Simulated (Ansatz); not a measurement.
# Hypothetical cubic perovskite SrSnS3: response to strain

The parent structure is SrSnS3 in the cubic perovskite structure (space group Pm-3m, No. 221; a = 5.045 Å; a hypothetical phase, not in the database extracts checked). Axes: x, y, z lie along the cube axes.

Strains are applied to the cell and any free atomic positions relax; under biaxial strain the out-of-plane vector relaxes too.

Computed with Ansatz (a quantum-chemistry and plane-wave program), PBE, PAW, cutoff 420 eV, spin-orbit coupling left out.

Notes on the quantities. energy relative to the base: free energy F; pressure: mean of the normal stresses, compression positive.

```tsv
case	energy relative to the base	pressure	volume per atom
base	0 meV/atom	0.0 GPa	25.69 Å³
biaxial strain +1.44 %, plane normal [111], relaxed out of plane	+2.6 meV/atom	-0.7 GPa	26.04 Å³
biaxial strain +1.64 %, plane normal [111], relaxed out of plane	+3.3 meV/atom	-0.8 GPa	26.09 Å³
uniaxial strain ε_zz = +1.41 %	+1.7 meV/atom	-0.7 GPa	26.05 Å³
uniaxial strain ε_zz = +4.42 %	+15 meV/atom	-2.1 GPa	26.82 Å³
```

Without a gap, meshes like the base's 9×9×9 leave anisotropic stresses uncertain by several tenths of a GPa, and small strain energies with them. Stability against distortions was not tested. All final runs are without spin polarisation. Many cubic perovskites are stable only at high temperature; tilts and polar distortions were not tested.
